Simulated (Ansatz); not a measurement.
Given:

End structure of the (11-22) surface of hcp Zr in its 1x1 cell, outermost plane spacing 1.37 Å in the ideal cut:

```
CELL_PARAMETERS angstrom
      5.59884     0.00000     0.00000
      0.00000     6.09740     0.00000
      0.00000     0.00000    26.00000
ATOMIC_POSITIONS crystal
  Zr 0.33059 0.84244 0.32420
  Zr 0.16941 0.34244 0.32420
  Zr 0.84929 0.97949 0.36736
  Zr 0.65071 0.47949 0.36736
  Zr 0.34200 0.10409 0.42210
  Zr 0.15800 0.60409 0.42210
  Zr 0.83368 0.24762 0.47106
  Zr 0.66632 0.74762 0.47106
  Zr 0.33368 0.37658 0.52894
  Zr 0.16632 0.87658 0.52894
  Zr 0.84200 0.52012 0.57790
  Zr 0.65800 0.02012 0.57790
  Zr 0.34929 0.64471 0.63264
  Zr 0.15071 0.14471 0.63264
  Zr 0.83059 0.78176 0.67580
  Zr 0.66941 0.28176 0.67580
```

Model: 16-atom slab, 9.6 Å thick at the start (thin: gaps and levels are the slab's own), 7x6x1 mesh, Fermi-Dirac 0.1 eV, dipole correction, all atoms relaxed; symmetry of the start imposed; no spin, no spin-orbit, no U.

Problem. Predict the work function of the top face from PBE (Ansatz, a first-principles code).

Solution. 3.55 eV

Problem. Estimate the surface energy (mean of both faces) that PBE returns for this input.

Solution. 1.73 J/m²
